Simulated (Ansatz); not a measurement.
Formation energy of the bound charge states of O_F in rock-salt LiF (start: the F site; 64-site cell, 2×2×2 shifted sampling) against the Fermi level, Li-rich (Δμ(F) = -5.89 eV, Δμ(O) = -5.52 eV, bounded by Li2O (Fm-3m); only phases computed here count, gases as isolated molecules at 0 K). Calculation: PBE, PAW (plane waves to 420 eV; Ansatz, a first-principles code).

Set-up: 64-site cell; 2×2×2 shifted k-points; host gap 8.83 eV; charged states image-corrected; finite-size errors of tenths of an eV.

```
E_F − E_VBM (eV)  q = +1  q = 0  q = −1
----------------  ------  -----  ------
0.00                3.28   4.04    6.71
1.10                4.39   4.04    5.61
2.21                5.49   4.04    4.50
3.31                6.59   4.04    3.40
4.41                7.70   4.04    2.30
5.52                8.80   4.04    1.19
6.62                9.91   4.04    0.09
7.72               11.01   4.04   -1.01
8.83               12.11   4.04   -2.12
```

Crossings of the lowest lines: (+1/0) at 0.75 eV; (0/−1) at 2.67 eV.
